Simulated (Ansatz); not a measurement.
## fluorite (0 0 1) on cubic SrTiO3 (0 0 1) (film strained to the substrate, started from cuts of the bulks and a machine-learned relaxation; slabs Sr4O10Ti3 and Ca4F8, which can lie off the formulas)

A periodic stack without vacuum, fluorite (0 0 1) on cubic SrTiO3 (0 0 1) (film strained to the substrate, started from cuts of the bulks and a machine-learned relaxation; slabs Sr4O10Ti3 and Ca4F8, which can lie off the formulas): substrate slab Sr4O10Ti3, film Ca4F8, surface cells [[0, 1], [-1, 0]] and [[1, 0], [1, 1]], film strained by +1.0 and +1.0 %, outermost planes OSr/OSr and F/Ca as cut, which need not be the usual terminations and can put a slab off its formula.

The start was prepared with a machine-learned potential, and the result is one local minimum, with the in-plane cell held and forces under 0.04 eV/Å; the film can end far from its bulk form.

The numbers are results of PBE (plane waves to 420 eV, PAW; Ansatz, a quantum-chemistry and plane-wave program), not measurements. Scalar-relativistic, without spin–orbit coupling; the runs are not spin-polarised; PBE gaps are too small against experiment. Its k-point mesh 6×6×1, Fermi–Dirac width 0.05 eV.

The interface area is 15.5 Å², the period comes out as 26.48 Å and the heights between the nearest atoms of the two slabs at the two interfaces comes out as 1.66 and 2.11 Å. The Ca–Sr contacts across the interfaces within 1.22 times the sum of covalent radii is 8, mean 3.99 Å. The F–Sr contacts across the interfaces within 1.22 times the sum of covalent radii comes out as 4, mean 2.58 Å and the Ca–O contacts across the interfaces within 1.22 times the sum of covalent radii comes out as 1, mean 2.11 Å. The two interfaces comes out as unlike, so that offsets are their mean.

```xyz
29
Lattice="3.9371 -0.0006 0.0065 0.0007 3.9353 -0.1080 2.0043 -1.0591 26.5190" Properties=species:S:1:pos:R:3 pbc="T T T"
Sr     4.4902    -0.0366     1.3883
O      2.5197     1.9017     0.5319
Sr     4.4873     0.0890     5.5058
Ti     2.5193     1.9863     3.2083
O      4.4877     1.9734     2.9154
O      2.5187     0.0066     2.9660
O      2.5173     2.0362     4.9731
Sr     4.4898     0.2239     9.7023
Ti     2.5199     2.1185     7.4051
O      4.4847     2.0990     7.0897
O      2.5146     0.1329     7.1401
O      2.5171     2.1675     9.1684
Sr     4.4994     0.3773    13.9358
Ti     2.5239     2.2569    11.6061
O      4.4861     2.2319    11.2938
O      2.5163     0.2667    11.3439
O      2.5190     2.3006    13.3642
Ca     4.5089     0.5686    19.5176
Ca     2.5303     2.4285    16.6973
Ca     4.5202     0.7672    24.9421
Ca     2.5490     2.6415    22.2132
F      2.5400     0.5305    18.3340
F      4.5081     2.5004    18.2822
F      0.5601     2.3911    15.5360
F      2.5280     0.4229    15.5937
F      2.5523     0.7346    23.8463
F      4.5208     2.7029    23.7949
F      4.5175     2.6037    21.0360
F      2.5481     0.6382    21.0872
```
